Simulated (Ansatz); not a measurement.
PbF2: stress against strain

PbF2 (fluorite, Fm-3m, 17.103 Å³/atom at rest) under an equal strain ε in the (111) plane with the normal axis free, as in a coherent film. PBEsol in Ansatz, a plane-wave DFT program (PAW, default set), 420 eV, 10×10×10 Γ-centred mesh, Fermi-Dirac smearing 0.05 eV; ions are relaxed within the symmetry of each cell. Stress is positive for a compressed cell.

Here s stands for strain and y for stress xx.

```csv
strain (%),stress xx (GPa)
-1.25,1.23
-0.83,0.81
-0.42,0.41
0.00,-0.01
0.42,-0.41
0.83,-0.79
1.25,-1.18
2.50,?
```

The 7 complete rows are fitted with a straight line, y against s. Means: s 0, y 0.009. About the means, the sum of products is -4.6849 and the sum of squares of s is 4.8556; the slope is their ratio. Least squares gives y = 0.009 - 0.9648·s. Residuals (row less fit): 0.015, 0.000, -0.004, -0.019, -0.014, 0.002, 0.017; standard error 0.015 (degrees of freedom: 5). The slope gives the biaxial elastic modulus of this plane = 96 ± 0.7 GPa.

Problem. Estimate the missing y (s = 2.50); what did the run itself give?

Solution. y = 0.009 - 0.9648 × 2.50 = -2.403 GPa. The calculation gives -2.26 GPa, 0.143 GPa above the prediction (4.1 % of the range of y in the table). The row lies outside the fitted rows, so this is an extrapolation. From the scatter of the fitted rows alone, a prediction at this place has a standard error of 0.023 GPa, so the miss is 6.2 times that.

One order more, fitted to all 13 runs of the series, follows each within 0.01, so the miss is the next term of a smooth law. PbF2 is here the β form. Rows are the converged runs of the series near zero and its far end; series whose fitted rows scatter by over a few per cent of the range, as at a crossing or softening among them, aren't shown in this form. Most that stay on the fit to the last digits aren't either.
